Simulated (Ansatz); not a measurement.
The parent structure is HfN in the rock salt structure (space group Fm-3m, No. 225; a = 4.5482 Å; relaxed with 0.1 eV smearing). Axes: x, y, z lie along the cube axes.

All numbers come from PBE in Ansatz (plane waves to 420 eV, PAW, no spin-orbit coupling).

It is then changed as follows: the cell is scaled by 0.9700 in all directions; the atoms relax in the strained cell.

### Question
Predict the stress tensor and what it implies for the stiffness.

### Answer
Stress of the strained cell less that of the base (GPa, compression positive):
```
   29.2     0.0     0.0
    0.0    29.2     0.0
    0.0     0.0    29.2
```

Then B = −ΔP/(ΔV/V₀) with ΔV/V₀ = -0.0873 gives secant stiffness values (nonlinear terms included at this strain): B ≈ 334 GPa.

As a check, the harmonic strain energy −½ V₀ Δσ:ε is 96 meV/atom; the computed energy rise is 86 meV/atom.

Whether these cells are dynamically stable was not tested. All final runs are without spin polarisation.

Ansatz is a quantum-chemistry and plane-wave program.
